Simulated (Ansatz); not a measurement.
Consider Ag in the fcc (Cu type) structure (space group Fm-3m, No. 225; a = 4.054 Å).

Levels (all Ansatz, a first-principles code, PAW): PBEsol (420 eV, scalar-relativistic without spin-orbit coupling); r2SCAN (500 eV, no SOC).

The geometry is relaxed with PBEsol.

```
Item               Value
---------------  -------
PBEsol pressure  0.0 GPa
```

Q: Predict the pressure from r2SCAN.

A: The pressure goes from zero to 4.2 GPa.

Single points use the geometry relaxed with PBEsol. Their cutoffs differ, which shifts pressures a little. Stability against distortions was not tested.
